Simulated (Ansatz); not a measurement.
# TiAl3: uniaxial stress, 1 GPa compression along x

The parent structure is TiAl$_{3}$ (space group I4/mmm, No. 139; a = 3.826 Å, c = 8.553 Å; relaxed with 0.1 eV smearing). Axes: x, y, z lie along a, b, c of the conventional cell.

It is then changed as follows: uniaxial stress, 1 GPa compression along x, with the cell and atoms free to relax against it.

Calculations: r2SCAN (Ansatz, a quantum-chemistry and plane-wave program, PAW, no SOC), earlier PAW set. Γ-centred 21×21×21 mesh, Fermi–Dirac width 0.1 eV.

```tsv
quantity	base	changed	shift
volume per atom	15.65 Å³	15.61 Å³	-0.04 Å³
shortest interatomic distance	2.705 Å	2.701 Å	-0.0048 Å
energy relative to the base (free energy F)	0 meV/atom	+0.3 meV/atom	+0.3 meV/atom
band gap	zero	zero	–
strain response (xx, yy, zz)	–	(−0.60, +0.25, +0.08) %	–
```

Final structure:

```
CELL_PARAMETERS angstrom
     -1.90142     1.91775     4.27998
      1.90142    -1.91775     4.27998
      1.90142     1.91775    -4.27998
ATOMIC_POSITIONS crystal
  Al 0.50000 0.50000 0.00000
  Al 0.75005 0.25005 0.50000
  Al 0.24995 0.74995 0.50000
  Ti 0.00000 0.00000 0.00000
```

Cost of the whole job for the changed cell (relaxation, final SCF and bands): about 6 core-minutes (a rough figure).

Stability under load was not tested beyond the relaxation. The final runs are not spin-polarised.
